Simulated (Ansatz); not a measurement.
Take Ge in the diamond structure (space group Fd-3m, No. 227; a = 5.676 Å) as the base. Axes: x, y, z lie along the cube axes.

All numbers come from Ansatz (an electronic-structure program), PBEsol, PAW, cutoff 420 eV, no SOC.

For the base:

| Quantity | Result |
|---|---|
| Pressure | 0.0 GPa |
| Volume per atom | 22.86 Å³ |

Modification: biaxial strain −2.08 %, plane normal [111], relaxed out of plane (Cartesian); in-plane vectors clamped, the third vector and the atoms free.

Problem. How does this affect the pressure, energy relative to the base and volume per atom?

Solution. The pressure (mean of the normal stresses, compression positive) goes from zero to 2.5 GPa; the energy increases by 11 meV/atom; the volume per atom shrinks by 0.76 Å³ to 22.10 Å³.

No phonon test of stability was made.
